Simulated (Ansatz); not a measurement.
For SnO (model structure, started from the alpha GeTe type, R3m, No. 160, 2 atoms in the cell), PBEsol (plane waves, PAW; Ansatz, a first-principles code) gives:

- lattice constant a = 3.323 Å
- lattice parameter c = 11.734 Å

Q: What does r²SCAN (Ansatz, PAW) give for the same quantities?

A: 
- lattice constant a: 3.315 Å (falls by 0.2 %)
- lattice parameter c: 12.750 Å (grows by 8.7 %)

Changes are worked out from the printed values.

Unless a cell is named, each level is at its own relaxed cell (PBEsol 18.70, r²SCAN 20.22 Å³/atom).

Ansatz's density-functional and Hartree–Fock values are scalar-relativistic unless marked +SOC, with PAW data made under PBE.

A model structure was made by putting elements into a prototype or built by hand; it is no filed structure, need not be a known phase, and can be a saddle point held by its symmetry.
